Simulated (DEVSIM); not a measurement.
Structure: double heterostructure, Ge between p- and n-type Si, at 350 K.

Layer 1 from the left is Si, thickness (μm) 0.310, Na (cm⁻³) 1.8e18, τn (s) 1e-5, τp (s) 1e-5. Layer 2 from the left is Ge, thickness (μm) 0.0520, Nd (cm⁻³) 3.2e15, τn (s) 1e-5, τp (s) 1e-5. Layer 3 from the left is Si, thickness (μm) 0.370, Nd (cm⁻³) 1.6e17, τn (s) 1e-5, τp (s) 1e-5.

Left contact: ohmic. Right contact: ohmic. Voltage is applied to the left contact. Recombination: SRH at mid-gap, radiative. Mobility is constant in doping.

Constants are typed, rounded textbook-type inputs, not results; the design itself was drawn at random and stands for no fabricated device. Values at 300 K; Nc and Nv go as T^1.5, mobilities as T to minus their exponent, the gap by Varshni's rule with the affinity fixed.

Si: gap (eV) 1.124, affinity (eV) 4.05, permittivity 11.7, Nc (cm⁻³) 2.86e19, Nv (cm⁻³) 3.1e19, μn (cm²/Vs) 1417, μp (cm²/Vs) 470, T exponent of μn 2.3, T exponent of μp 2.2, B (cm³/s) 4.7e-15, Varshni α (eV/K) 0.000473, Varshni β (K) 636. Ge: gap (eV) 0.664, affinity (eV) 4, permittivity 16, Nc (cm⁻³) 1.04e19, Nv (cm⁻³) 6e18, μn (cm²/Vs) 3900, μp (cm²/Vs) 1900, T exponent of μn 1.66, T exponent of μp 2.33, B (cm³/s) 6.4e-14, Varshni α (eV/K) 0.000477, Varshni β (K) 235.

Model (solved in DEVSIM): 1D drift-diffusion, Boltzmann statistics, complete ionisation; no tunnelling, impact ionisation, image-force lowering or self-heating. Band offsets follow the typed affinities; no thermionic-emission limit at abrupt steps, no polarisation charge.

What does the simulation give for the dark forward voltage at 1 A/cm², the potential step across the device at zero bias?

dark forward voltage at 1 A/cm² 0.507 V; potential step across the device at zero bias 0.855 V.
